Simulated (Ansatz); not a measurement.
A user runs Ansatz (a quantum-chemistry and plane-wave program) on Na₂ZnGeP₂SO₁₂ (Cc, 38 atoms in the cell) and asks whether the run is sound. The aim is a self-consistent single point with DFT, PBEsol, plane waves, default PAW files made with PBE.

Input:

Ansatz 0.2 input:
```yaml
crystal:
  lattice:
    - [7.644751, -4.437708, 0.000000]
    - [7.644751, 4.437708, 0.000000]
    - [-5.188244, 0.000000, 7.437698]
  atoms:
    - { symbol: Na, position: [0.614480, 0.762260, 0.263430] }
    - { symbol: Na, position: [0.762260, 0.614480, 0.763430] }
    - { symbol: Na, position: [0.025510, 0.500230, 0.511420] }
    - { symbol: Na, position: [0.500230, 0.025510, 0.011420] }
    - { symbol: Zn, position: [0.151730, 0.649270, 0.946050] }
    - { symbol: Zn, position: [0.649270, 0.151730, 0.446050] }
    - { symbol: Ge, position: [0.835470, 0.357730, 0.051980] }
    - { symbol: Ge, position: [0.357730, 0.835470, 0.551980] }
    - { symbol: P, position: [0.542870, 0.452290, 0.244000] }
    - { symbol: P, position: [0.452290, 0.542870, 0.744000] }
    - { symbol: P, position: [0.960700, 0.739320, 0.240190] }
    - { symbol: P, position: [0.739320, 0.960700, 0.740190] }
    - { symbol: S, position: [0.237240, 0.049140, 0.249590] }
    - { symbol: S, position: [0.049140, 0.237240, 0.749590] }
    - { symbol: O, position: [0.377350, 0.487650, 0.079280] }
    - { symbol: O, position: [0.487650, 0.377350, 0.579280] }
    - { symbol: O, position: [0.212730, 0.886710, 0.085710] }
    - { symbol: O, position: [0.886710, 0.212730, 0.585710] }
    - { symbol: O, position: [0.978190, 0.707050, 0.065890] }
    - { symbol: O, position: [0.707050, 0.978190, 0.565890] }
    - { symbol: O, position: [0.636320, 0.527700, 0.925780] }
    - { symbol: O, position: [0.527700, 0.636320, 0.425780] }
    - { symbol: O, position: [0.765600, 0.141900, 0.916300] }
    - { symbol: O, position: [0.141900, 0.765600, 0.416300] }
    - { symbol: O, position: [0.021950, 0.265430, 0.918410] }
    - { symbol: O, position: [0.265430, 0.021950, 0.418410] }
    - { symbol: O, position: [0.275860, 0.580080, 0.768200] }
    - { symbol: O, position: [0.580080, 0.275860, 0.268200] }
    - { symbol: O, position: [0.901450, 0.780630, 0.765850] }
    - { symbol: O, position: [0.780630, 0.901450, 0.265850] }
    - { symbol: O, position: [0.076010, 0.401570, 0.768930] }
    - { symbol: O, position: [0.401570, 0.076010, 0.268930] }
    - { symbol: O, position: [0.727250, 0.443230, 0.232720] }
    - { symbol: O, position: [0.443230, 0.727250, 0.732720] }
    - { symbol: O, position: [0.068410, 0.223390, 0.236370] }
    - { symbol: O, position: [0.223390, 0.068410, 0.736370] }
    - { symbol: O, position: [0.942620, 0.558000, 0.229890] }
    - { symbol: O, position: [0.558000, 0.942620, 0.729890] }
basis:
  ecutwfc: 145.0
kpoints:
  mp_grid: { grid: [3, 3, 3] }
hamiltonian:
  xc: pbesol
  pseudopotentials: { kind: paw }
scf:
  occupations: { method: fermi_dirac, width: 0.02 }
output:
  forces: true
  eigenvalues: true
  stress: true
```

Output (repeated stretches shortened):

```
WARN basis.ecutwfc = 145 eV is below the records' recommended cutoff, and the density's cutoff is lower with it unless basis.ecutrho_ratio is high enough to …
   [... lines left out ...]
PAW frozen core: Ge, regenerated for the run's functional, and the local potential with it
PAW frozen core: P, regenerated for the run's functional, and the local potential with it
PAW frozen core: S, regenerated for the run's functional, and the local potential with it
PAW frozen core: O, regenerated for the run's functional, and the local potential with it
Initial density: superposition of atomic densities (neutral atoms: chi_scale 0, normalization atom), corrected by the library's trained network
Initial wavefunctions: pseudopotential atomic-orbital guess
Eigensolver: davidson
Functional: x = pbesol(κ = 0.804, μ = 0.12345679012345678), c = pbesol(β = 0.046)
SCF iter   1: F=—  HF=-38553.581692 eV  |F-HF|=—  |Δ(HF+E_count)|=         —  Δρ=3.46e-1  dr2=3.01e2  ethr=1.77e-3  ⟨swp⟩=8.0  Hψ=7203  notcnv=0  defer=204
all-band conjugate gradients solve this SCF's bands
preconditioner: auto → LDOS
SCF iter   2: F=—  HF=-38406.088456 eV  |F-HF|=—  |Δ(HF+E_count)|=    1.47e2  Δρ=1.48e-1  dr2=9.11e1  ethr=1.77e-3  ⟨swp⟩=4.8  Hψ=4737  notcnv=0  defer=303
   [... lines left out ...]
SCF iter  11: F=—  HF=-38369.550409 eV  |F-HF|=—  |Δ(HF+E_count)|=   2.88e-8  Δρ=8.29e-6  dr2=3.96e-7  ethr=2.27e-9  ⟨swp⟩=2.0  Hψ=2220  notcnv=0  defer=309
SCF iter  12: F=—  HF=-38369.550409 eV  |F-HF|=—  |Δ(HF+E_count)|=   8.56e-8  Δρ=3.58e-6  dr2=1.03e-7  ethr=3.79e-11  ⟨swp⟩=14.8  Hψ=9310  notcnv=0
SCF iter  13: F=-38369.550409 eV  HF=-38369.550409 eV  |F-HF|=1.48e-8  |Δ(HF+E_count)|=   2.15e-8  Δρ=1.72e-6  dr2=2.19e-8  ethr=3.79e-11  ⟨swp⟩=4.0  Hψ=4366  notcnv=0
SCF 1 converged in 13 iterations: F = -38369.550409 eV  dr2 = 2.19e-8
Free energy (F): -38369.550409 eV
Internal energy: -38369.541552 eV  (E = F + TS)
E sigma→0 (E₀):  -38369.545981 eV
Entropy (-TS):   -0.008857 eV (-0.233 meV/atom)
Fermi energy:    3.995082 eV
--- Forces (eV/Å), atoms counted from 1 ---
  atom   1  Na    -0.12947155    -0.28344351     0.06727144
  atom   2  Na    -0.12947155     0.28344351     0.06727144
  atom   3  Na    -0.12960268     0.00950522     0.08693712
  atom   4  Na    -0.12960268    -0.00950522     0.08693712
  atom   5  Zn     0.26341878    -0.24210500     1.29321269
   [... 29 lines left out ...]
  atom  35  O     -0.18228286     0.84144003     0.28207855
  atom  36  O     -0.18228286    -0.84144003     0.28207855
   [... lines left out ...]
  atom  38  O     -0.40038659    -0.15308179    -0.37205091
--- Stress (GPa, compression-positive) ---
      -16.331044       0.000000       1.543902
        0.000000     -19.872152      -0.000000
        1.543903      -0.000000     -20.507503
  P = ⅓ Tr σ = -18.9036 GPa (-189.036 kbar)
  The stress holds the Pulay correction. Without it, at fixed plane waves, as pw.x and ABINIT print it: P = -609.2813 GPa
```

**Question.** Is anything amiss in this input, and did it matter?

**Answer.** The run is not sound. The fault is a basis or grid far too coarse for these potentials. Far below the cutoff that the potentials were made for, the basis cannot represent the orbitals near the nuclei, and energies, forces and above all the stress go wrong. To fix it, restore the cutoff that the potentials need and check convergence. The run converged in 13 iterations without an error; against the sound input the free energy goes up by 21.1 eV/atom, the pressure goes from -10.23 to -18.90 GPa, the largest force goes from 1.117 to 2.759 eV/Å and no clean gap remains on the mesh (levels overlap or are partly filled), against 0.92 eV before. At a fixed set of plane waves, without the program's Pulay estimate, the pressure is -609.28 GPa against -10.88 GPa.

An input that runs soundly differs in these lines (not the only fix; some lines may just follow from the change or write a value another way):
```diff
-basis:
-  ecutwfc: 145.0
```

With that input, the run converged in 10 iterations: free energy E − TS (on the zero of these files) -39171.2891 eV; top of the valence band (on the code's own zero) 3.43 eV; gap on the k-point mesh 0.92 eV; pressure -10.23 GPa; largest force (vector length) 1.117 eV/Å (DFT, PBEsol, plane waves, default PAW files made with PBE).

On the sound input: the starting cell comes from a database of computed structures (which also holds hypothetical and non-ambient phases and stackings), without a prior relaxation at this level. Its lattice was rescaled by a random factor within 2.5 % of one. With a pressure of about -10 GPa the cell is away from its equilibrium volume at this level. Forces in this geometry exceed 1 eV/Å. Ansatz's pressure includes its estimate of the finite-basis (Pulay) stress. Without the estimate this run gives -10.88 GPa.
